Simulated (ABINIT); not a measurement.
# Convergence series on FeO (Fm-3m, 2 atoms in the cell)

```
FeO
1.0
    0.00000     2.08731     2.08731
    2.08731     0.00000     2.08731
    2.08731     2.08731     0.00000
Fe O
1 1
Direct
  0.00000   0.00000   0.00000
  0.50000   0.50000   0.50000
```
Moments meant for the start (each program seeds them in its own way; μB, in the order of the atoms Fe O): 4.0 0.0.

Computed with PBE, PAW (JTH v2.0 PBE PAW) (plane waves; ABINIT).

The starting cell comes from a database of computed structures (which also holds hypothetical and non-ambient phases and stackings), without a prior relaxation at this level. Its lattice was rescaled by a random factor within 2.5 % of one. The magnetic order is the one reached from the typed start; others were not searched systematically. In the base run, with a pressure of about 21 GPa the cell is away from its equilibrium volume at this level.

Held fixed: pseudos = [Fe.GGA_PBE-JTH.xml, O.GGA_PBE-JTH.xml]; ecut = 30 Ha; pawecutdg = 60 Ha; pawxcdev = 0; nsppol = 2; occopt = 7; tsmear = 0.00367493 Ha; ngkpt = 7 7 7; nshiftk = 1; shiftk = 0.5 0.5 0.5; potentials = JTH v2.0 PBE PAW; nband = 18; kptopt = 1; nstep = 50; tolvrs = 1e-10. Moved along with it: pawnphi.

ΔF is the free energy per atom less that of the last row (20).

```
pawntheta  ΔF (meV/atom)  pressure (GPa)  size of the net moment (μB/atom)  iterations
---------  -------------  --------------  --------------------------------  ----------
6                  -0.05           20.56                              1.99          23
8                   0.00           20.53                              1.99          22
16                  0.00           20.52                              1.99          23
20                  0.00           20.52                              1.99          23
```

Pressure within 0.1 GPa of the last row: from pawntheta = 6 on, the coarsest one. The value it settles on is 20.52 GPa at this level of theory and with the other settings as held.

Size of the net moment within 0.05 μB/atom of the last row: from pawntheta = 6 on, the coarsest one. The value it settles on is 2.0 μB/atom at this level of theory and with the other settings as held.
